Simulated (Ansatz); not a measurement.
## Predicting one run from its neighbours: the energy of slabs against their depth, a (110) slab of NiAl (cut from a parent of space group no. 221; 10 atoms in the cell)

```yaml
crystal:
  lattice:
    - [2.88133, 0.00000, 0.00000]
    - [0.00000, 4.07482, 0.00000]
    - [0.00000, 0.00000, 22.14971]
  atoms:
    - { symbol: Al, position: [0.50000, 0.25000, 0.31603] }
    - { symbol: Ni, position: [0.00000, 0.75000, 0.31603] }
    - { symbol: Al, position: [0.50000, 0.75000, 0.40801] }
    - { symbol: Ni, position: [0.00000, 0.25000, 0.40801] }
    - { symbol: Al, position: [0.50000, 0.25000, 0.50000] }
    - { symbol: Ni, position: [0.00000, 0.75000, 0.50000] }
    - { symbol: Al, position: [0.50000, 0.75000, 0.59199] }
    - { symbol: Ni, position: [0.00000, 0.25000, 0.59199] }
    - { symbol: Al, position: [0.50000, 0.25000, 0.68397] }
    - { symbol: Ni, position: [0.00000, 0.75000, 0.68397] }
```
(The smallest cell of the table.)

Method: LDA (PW92), default PAW files made with PBE (plane waves; Ansatz, a first-principles code).

Base settings: basis.ecutwfc = 420 eV; kpoints.mp_grid.grid = 8 7 1; hamiltonian.xc = lda; hamiltonian.pseudopotentials = {kind: paw} (the program's default PAW files); scf.occupations.method = fermi_dirac; scf.occupations.width = 0.1 eV.

The starting cell has typed, rounded lattice constants, without a prior relaxation at this level. The slab is cut from that crystal, and its faces are unrelaxed. Its lattice was rescaled by up to half a per cent. Spin polarisation is off.

Deep slabs follow E = 2Aγ + N·e, so a straight line through E against N gives the surface energy without a separate bulk run; a round N·e is taken off to keep the numbers short. The area A is 11.741 Å².

| atoms N | E − N·(-3143.715 eV) (eV) |
|---|---|
| 10 | 1.9185 |
| 14 | 1.4901 |
| 16 | ? |
| 18 | 1.0681 |
| 22 | 0.6441 |
| 28 | 0.0034 |

Q: Fit the line to the 5 rows given and predict the withheld one.

A: Means: x̄ = 18.400, ȳ = 1.0248. Σ(x − x̄)(y − ȳ) = -20.75 and Σ(x − x̄)² = 195.2, so b = -0.1063 and a = ȳ − b·x̄ = 2.9807; γ = a/2A = 2.034 J/m² (unrelaxed) and e = -3143.8213 eV per atom. The largest residual of the fitted rows is 0.0024. At x = 16 the line gives 1.2799 eV. The run gave 1.2792 eV, a miss of 0.0007 eV. The table is a window of a longer ladder. The rows were chosen because the form fits them, the withheld one included, so this shows the method and is no test of the form.

Left out of this page: 4 runs of the series outside the window shown, repeating another row's setting, or not comparable.

Keys are those of Ansatz 0.2.
